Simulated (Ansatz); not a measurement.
## Worked example: self-consistent single point of MgSnP₂ (I-42d, 8 atoms in the cell) in Ansatz

Method: PBEsol, default PAW files made with PBE (plane waves; Ansatz, a program for electronic structure).

The input file:

Ansatz 0.2 input:
```yaml
crystal:
  lattice:
    - [-2.831367, 2.831367, 5.579758]
    - [2.831367, -2.831367, 5.579758]
    - [2.831367, 2.831367, -5.579758]
  atoms:
    - { symbol: Mg, position: [0.750000, 0.250000, 0.500000] }
    - { symbol: Mg, position: [0.000000, 0.000000, 0.000000] }
    - { symbol: Sn, position: [0.250000, 0.750000, 0.500000] }
    - { symbol: Sn, position: [0.500000, 0.500000, 0.000000] }
    - { symbol: P, position: [0.132400, 0.125000, 0.507400] }
    - { symbol: P, position: [0.617600, 0.625000, 0.492600] }
    - { symbol: P, position: [0.375000, 0.867600, 0.992600] }
    - { symbol: P, position: [0.875000, 0.382400, 0.007400] }
basis:
  ecutwfc: 420.0
kpoints:
  mp_grid: { grid: [8, 8, 8], shift: [0.5, 0.5, 0.5] }
hamiltonian:
  xc: pbesol
  pseudopotentials: { kind: paw }
scf:
  occupations: { method: fermi_dirac, width: 0.1 }
output:
  forces: true
  eigenvalues: true
  stress: true
```

Log, with long lists cut:

```
WARN ansatz: RAYON_NUM_THREADS=1 ignored (pool sized by the plan → 1); use --threads N
Pseudopotentials: kind: paw
Pseudopotential: Mg, paw, valence charge 10
Pseudopotential: Sn, paw, valence charge 14
Pseudopotential: P, paw, valence charge 5
Crystal: 8 atoms, lattice volume = 178.924 Å³
Basis set: ecut = 420 eV, 3523 PW (Γ), exchange–correlation on 96×96×96 points (8 copies of the dense FFT grid, shifted against one another)
Bands: 42, of which v1, the nominal top of the filled ones, is band 34 counted from 1 (33 counted from 0)
Symmetry: 8 space group operations
Space group: I-42d (ITA 122), of the structure as read, at distance tolerance 5.6e-5 Å
k-points: 56 of 512 (time reversal used)
PAW frozen core: Mg, regenerated for the run's functional, and the local potential with it
PAW frozen core: Sn, regenerated for the run's functional, and the local potential with it
PAW frozen core: P, regenerated for the run's functional, and the local potential with it
Initial density: superposition of atomic densities (neutral atoms: chi_scale 0, normalization atom), corrected by the library's trained network
Initial wavefunctions: pseudopotential atomic-orbital guess
Eigensolver: davidson
Functional: x = pbesol(κ = 0.804, μ = 0.12345679012345678), c = pbesol(β = 0.046)
SCF iter   1: F=—  HF=-18685.613385 eV  |F-HF|=—  |Δ(HF+E_count)|=         —  Δρ=3.86e-3  dr2=3.73e-2  ethr=1.77e-3  ⟨swp⟩=10.2  Hψ=12405  notcnv=0
all-band conjugate gradients solve this SCF's bands
preconditioner: auto → Resta (q_TF=auto, 2.322 Å⁻¹)
SCF iter   2: F=—  HF=-18685.605614 eV  |F-HF|=—  |Δ(HF+E_count)|=   7.77e-3  Δρ=1.68e-3  dr2=6.40e-3  ethr=5.48e-5  ⟨swp⟩=2.7  Hψ=4296  notcnv=0
SCF iter   3: F=—  HF=-18685.603884 eV  |F-HF|=—  |Δ(HF+E_count)|=   1.73e-3  Δρ=3.74e-4  dr2=3.96e-4  ethr=9.40e-6  ⟨swp⟩=2.6  Hψ=4099  notcnv=0  defer=1
SCF iter   4: F=—  HF=-18685.603862 eV  |F-HF|=—  |Δ(HF+E_count)|=   2.12e-5  Δρ=1.29e-4  dr2=4.98e-5  ethr=5.83e-7  ⟨swp⟩=2.9  Hψ=4120  notcnv=0  defer=1
SCF iter   5: F=—  HF=-18685.603859 eV  |F-HF|=—  |Δ(HF+E_count)|=   3.04e-6  Δρ=4.14e-5  dr2=4.41e-6  ethr=7.32e-8  ⟨swp⟩=2.9  Hψ=4044  notcnv=0  defer=1
SCF iter   6: F=-18685.603862 eV  HF=-18685.603862 eV  |F-HF|=6.96e-8  |Δ(HF+E_count)|=   3.06e-6  Δρ=7.87e-6  dr2=7.40e-8  ethr=1.47e-10  ⟨swp⟩=10.1  Hψ=13338  notcnv=0
SCF 1 converged in 6 iterations: F = -18685.603862 eV  dr2 = 7.40e-8
SCF converged after 6 iterations
Free energy (F): -18685.603862 eV
Harris-Foulkes:  -18685.603862 eV  (|F-HF|=6.96e-8)
Internal energy: -18685.603790 eV  (E = F + TS)
E sigma→0 (E₀):  -18685.603826 eV
Entropy (-TS):   -0.000073 eV (-0.009 meV/atom)
Fermi energy:    7.512881 eV
--- Per-component energies (eV) ---
  E_band       = -907.397388
  E_kinetic    = 818.522115
  E_local      = -5933.406388  (includes V_loc(G=0)·N_el)
  E_nonlocal   = 273.227529
  E_hartree    = 2626.734571
  E_xc         = -1062.568342
  E_vxc        = -515.147136  (∫ρ·V_xc dr)
  E_paw        = -10916.733322  (= ΣΔE_a)
  E_vpaw       = -804.069279  (= ΣTr[D̂ρ^β])
  E_aug_tail   = 0.000007  (compensation charges beyond the density's cutoff)
  E_ewald      = -4492.251748
  E_core_change = 0.871788  (= ΣΔE_core)
  E_smearing   = -0.000073  (= −TS)
  E_closure    = -0.000000  (closes the sum)
  Σ components = -18685.603862   (vs F -18685.603862, Δ=0.00e0)
--- Forces (eV/Å), atoms counted from 1 ---
  atom   1  Mg     0.00000000    -0.00000000     0.00000000
  atom   2  Mg     0.00000000     0.00000000     0.00000000
  atom   3  Sn     0.00000000     0.00000000     0.00000000
  atom   4  Sn     0.00000000    -0.00000000     0.00000000
  atom   5  P      0.00000000    -0.66742187     0.00000000
  atom   6  P      0.00000000     0.66742187    -0.00000000
  atom   7  P      0.66742187    -0.00000000     0.00000000
  atom   8  P     -0.66742187    -0.00000000     0.00000000
  max |Σ_I F_I| component: 1.11e-16 eV/Å
--- Stress (GPa, compression-positive) ---
        8.912175      -0.000000       0.000000
       -0.000000       8.912175      -0.000000
        0.000000      -0.000000       8.118515
  P = ⅓ Tr σ = 8.6476 GPa (86.476 kbar)
  The stress holds the Pulay correction. Without it, at fixed plane waves, as pw.x and ABINIT print it: P = 8.6083 GPa
--- Band table (eV; the first three rows and the last of 56) ---
  k-point 0: bands = ["-67.4713", "-67.4713", "-34.4268", "-34.4256", "-34.4137", "-34.4137", "-34.4132", "-34.4132", "-14.5100", "-14.5089", "-14.5058", "-14.4833", "-14.4686", "-14.4685", "-14.4105", "-14.3997", "-14.3952", "-14.3843", "-5.3325", [...]
  k-point 1: bands = ["-67.4713", "-67.4713", "-34.4267", "-34.4257", "-34.4137", "-34.4137", "-34.4132", "-34.4132", "-14.5097", "-14.5079", "-14.5013", "-14.4843", "-14.4725", "-14.4719", "-14.4081", "-14.4000", "-14.3938", "-14.3854", "-5.0594", [...]
  k-point 2: bands = ["-67.4713", "-67.4713", "-34.4265", "-34.4260", "-34.4136", "-34.4136", "-34.4133", "-34.4133", "-14.5086", "-14.5072", "-14.4955", "-14.4857", "-14.4772", "-14.4760", "-14.4051", "-14.4009", "-14.3917", "-14.3871", "-4.6563", [...]
  k-point 55: bands = ["-67.4713", "-67.4713", "-34.4262", "-34.4262", "-34.4139", "-34.4139", "-34.4130", "-34.4130", "-14.5157", "-14.5147", "-14.4955", "-14.4953", "-14.4621", "-14.4604", "-14.4099", "-14.4094", "-14.3857", "-14.3854", "-4.5219", [...]
```

The run converged in 6 iterations.

The starting cell was generated: these elements placed on a structure prototype, without a prior relaxation; it need not be a known phase or ordering of this composition. With a pressure of about 9 GPa the cell is away from its equilibrium volume at this level. Ansatz's pressure includes its estimate of the finite-basis (Pulay) stress. The shifted mesh does not hold Γ, so a gap read on it misses any band edge there.
